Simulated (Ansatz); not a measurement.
**A computed series for MoS2: pressure series**

Consider MoS2 in the 2H-MoS2 type structure (space group P6_3/mmc, No. 194; a = 3.1730 Å, c = 12.4366 Å; layered, stacked along the Cartesian z axis).

Cell and atoms are relaxed at each pressure.

Computed with r2SCAN+rVV10 (Ansatz, an electronic-structure program; PAW; 500 eV plane waves; no SOC).

Candidates:
(a) pressure 2.1 GPa
(b) pressure 22.5 GPa
(c) pressure 15 GPa
(d) pressure 9 GPa

For the base:

* **Band gap**: 1.01 eV

Q: Order them by band gap, highest first.

A: (a) pressure 2.1 GPa (0.85 eV), (d) pressure 9 GPa (0.54 eV), (c) pressure 15 GPa (0.35 eV), (b) pressure 22.5 GPa (0.13 eV)

Load acts through the strain it causes; cell and atoms are relaxed under it. Stability against distortions was not tested. No other phases were tried under pressure. The zero or small gap of MoS2 under pressure 22.5 GPa can change with the level of theory.
